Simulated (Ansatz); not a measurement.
System: IrC (model structure, Fm-3m, No. 225, 2 atoms in the cell). Method: LDA in Ansatz (plane waves, PAW).

Run with plane-wave cutoff 520 eV, 22×22×22 k mesh, Fermi–Dirac smearing 0.05 eV, no spin polarisation, scalar-relativistic PAW data made under PBE.

Cell (relaxed at this level):

```
IrC
1.0
    0.00000     2.16433     2.16433
    2.16433     0.00000     2.16433
    2.16433     2.16433     0.00000
Ir C
1 1
Direct
  0.00000   0.00000   0.00000
  0.50000   0.50000   0.50000
```

Problem. What does this level give for the bulk modulus B0?

Solution. 
bulk modulus B0: 363 GPa

Note: the run has no spin polarisation, so it can have missed a magnetic state; the bulk modulus is −V dP/dV from two relaxed cells at ±2 % in volume; the relaxation could raise the start's symmetry but not lower it, so the cell can be a saddle point.

Spin–orbit coupling is not included; it can open a gap where bands touch, and shift volumes and moduli.

Computed values are for the static lattice.

Cost on a shared machine: about 30 core-seconds (a rough figure).

A model structure was made by putting elements into a prototype or built by hand; it is no filed structure, need not be a known phase, and can be a saddle point held by its symmetry.

Ansatz is an electronic-structure program.
